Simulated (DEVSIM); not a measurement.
System: Co/HfO2/p-Si capacitor, at 400 K.

```
layer (left to right)  material  thickness (nm)  Na (cm⁻³)
---------------------  --------  --------------  ---------
1                          HfO2            3.80          -
2                            Si            2800     4.2e16
```

Metal gate on the left, work function 5 eV. Fixed charge at the semiconductor interface 2.5e11 cm⁻² (in units of +e); no interface traps.

The device is made up for the run: typed textbook-type constants, with dimensions and the other settings drawn at random. Values at 300 K; Nc and Nv go as T^1.5, mobilities as T to minus their exponent, the gap by Varshni's rule with the affinity fixed.

| parameter | HfO2 | Si |
|---|---|---|
| gap (eV) | 5.7 | 1.124 |
| affinity (eV) | 2.5 | 4.05 |
| permittivity | 22 | 11.7 |
| Nc (cm⁻³) | - | 2.86e19 |
| Nv (cm⁻³) | - | 3.1e19 |
| Varshni α (eV/K) | - | 0.000473 |
| Varshni β (K) | - | 636 |

Simulated with DEVSIM: 1D Poisson equation in equilibrium, Boltzmann statistics, complete ionisation; no quantum confinement or tunnelling. Metal contacts follow the ideal Schottky-Mott rule: no Fermi-level pinning, no interface dipoles.

The substrate doping was swept, all else fixed.

```tsv
substrate doping (cm^-3)	threshold voltage (band bending 2φF) (V)	minimum of the low-frequency capacitance (μF/cm²)	flat-band voltage (V)
2.1e15	0.60	0.0264	0.19
4.2e15	0.63	0.0350	0.17
8.4e15	0.65	0.0470	0.14
2.1e16	0.69	0.0664	0.11
4.2e16	0.72	0.0881	0.09
8.4e16	0.75	0.119	0.06
```

From the first row to the last the threshold voltage (band bending 2φF) goes from 0.60 to 0.75. From the first row to the last the minimum of the low-frequency capacitance goes from 0.0264 to 0.119.
